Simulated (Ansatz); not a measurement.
# Effective masses and thermopower of Si (I4_1/amd)

```
CELL_PARAMETERS angstrom
      0.00000     2.75259     2.69958
      2.75259     0.00000     2.69958
      2.75259     2.75259     0.00000
ATOMIC_POSITIONS crystal
  Si 0.25000 0.25000 0.25000
  Si 0.00000 0.00000 0.00000
```

The numbers are results of r2SCAN with spin-orbit coupling, rigid bands (plane waves, PAW; Ansatz, a program for electronic structure), not measurements. Condition of this run: biaxial stress xx = yy = -2 GPa (compression positive) (the target of the relaxation). How the cell was made: cell and atoms relaxed with r2SCAN, then loaded as said.

```
Quantity                                                                                                                                                          Result
---------------------------------------------------------------------------------------------------------------------------------------  -------------------------------
band gap                                                                                                                                                         0.58 eV
electron conductivity mass (300 K, dilute)                                                                                               0.21 (x), 0.21 (y), 0.93 (z) mₑ
hole conductivity mass (300 K, dilute)                                                                                                   0.32 (x), 0.32 (y), 0.32 (z) mₑ
effective density of states N_c (300 K)                                                                                                                      1.0e19 cm⁻³
effective density of states N_v (300 K)                                                                                                                      4.7e18 cm⁻³
density-of-states mass, electrons                                                                                                                                0.55 mₑ
density-of-states mass, holes                                                                                                                                    0.33 mₑ
Seebeck coefficient, n-type 1e19 cm⁻³, 300 K                                                                                                                   -222 μV/K
Seebeck coefficient, p-type 1e19 cm⁻³, 300 K                                                                                                                    230 μV/K
best p-type power factor at 300 K for τ = 10 fs (best axis; densities from 1e16 to 1e21 cm⁻³ tried, whether or not they can be reached)     12.7 μW/(cm·K²) at 3e20 cm⁻³
```

Rigid bands; masses and Seebeck coefficients take one relaxation time τ for all states and one kind of carrier; polarons and phonon drag are left out.
